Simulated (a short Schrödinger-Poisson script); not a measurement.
## Symmetric double-gate stack, Si3N4 on p-type Si(100)

System: symmetric double-gate stack, Si3N4 on p-type Si(100), at 300 K.

```tsv
layer	material	thickness (nm)	Na (cm⁻³)
1	Si3N4	4	-
2	Si	2	1e18
3	Si3N4	4	-
```

The device is made up for the run: typed textbook-type constants, with dimensions and the other settings drawn at random. Si3N4: permittivity 7.5, conduction-band edge (eV) 1.95, gap (eV) 5.1, electron mass (mₑ) 0.5. Si: permittivity 11.7, conduction-band edge (eV) 0, gap (eV) 1.124, Nv at 300 K (cm⁻³) 3.1e19.

Channel valleys (confinement mass, in-plane density-of-states mass, number): Δ2 0.916, 0.19, 2; Δ4 0.19, 0.417, 4. At the gates, both at one voltage, the conduction-band edge of layer 1 lies 2.09 eV − eVg above the Fermi level of the channel. Gaps are held at their typed values at every temperature. Mesh 0.03 nm at interfaces.

From a short Schrödinger-Poisson script (our own, NumPy): 1D Poisson equation in equilibrium, electrons quantum, Hartree (BenDaniel-Duke, 12 states a valley, the channel's in-plane mass for all, wave functions ending at the dielectric), parabolic valleys, classical holes, full ionisation, no traps, pinning or gate leakage.

| Vg (V) | electrons (cm⁻²) | C (μF/cm²) | Δ2 E0 (meV) | Δ2 E1 (meV) | Δ4 E0 (meV) | Δ4 E1 (meV) |
|---|---|---|---|---|---|---|
| 0 | 2.31e8 | < 0.003 | 252.9 | 560.4 | 645.0 | - |
| 0.2 | 2.85e11 | 1.10 | 68.0 | 375.2 | 460.1 | - |
| 0.4 | 2.80e12 | 2.45 | 0.6 | 305.3 | 392.7 | - |
| 0.6 | 5.99e12 | 2.63 | -30.9 | 270.7 | 361.2 | - |
| 0.8 | 9.31e12 | 2.68 | -55.8 | 242.6 | 336.3 | - |
| 1 | 1.27e13 | 2.70 | -78.6 | 216.6 | 313.6 | - |
| 1.2 | 1.61e13 | 2.71 | -100.6 | 191.5 | 291.7 | - |
| 1.4 | 1.94e13 | 2.72 | -122.2 | 166.7 | 270.2 | - |
| 1.6 | 2.28e13 | 2.72 | -143.6 | 142.2 | 248.9 | - |

Gate voltages with under 1e6 electrons/cm² are left out.

Subbands count from the Fermi level; a dash marks a level above the dielectric's band edge. The capacitance is that of both gates.
